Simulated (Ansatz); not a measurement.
The parent structure is RbMnF3 in the cubic perovskite structure (space group Pm-3m, No. 221; a = 4.2225 Å; ferromagnetic). Axes: x, y, z lie along the cube axes.

Method: PBEsol (Ansatz, a program for electronic structure), spin-orbit coupling left out.

Base values:

| Quantity | Value |
|---|---|
| Band gap | 1.37 eV |
| Electron mass | 0.46 mₑ (at Γ) |

It is then changed as follows: uniaxial stress, 5 GPa tension along x, with the cell and atoms free to relax against it.

Question: What does the calculation give for the band gap and electron mass after the change?

Answer: The band gap shrinks by 0.333 eV (1.37 eV → 1.03 eV); the electron mass becomes 0.49 mₑ along x, 0.45 mₑ across (at Γ) (base: 0.46 mₑ (at Γ)).

Load acts through the strain it causes; cell and atoms are relaxed under it. Effective masses come from finite differences of ±0.01 Å⁻¹. Stability under load was not tested beyond the relaxation. No Hubbard U is applied and the magnetic state is the run's own (RbMnF3 ferromagnetic); small cells can't hold the antiferromagnetic order that many such compounds have, so gaps and moments can be off. Many cubic perovskites are stable only at high temperature; tilts and polar distortions were not tested.
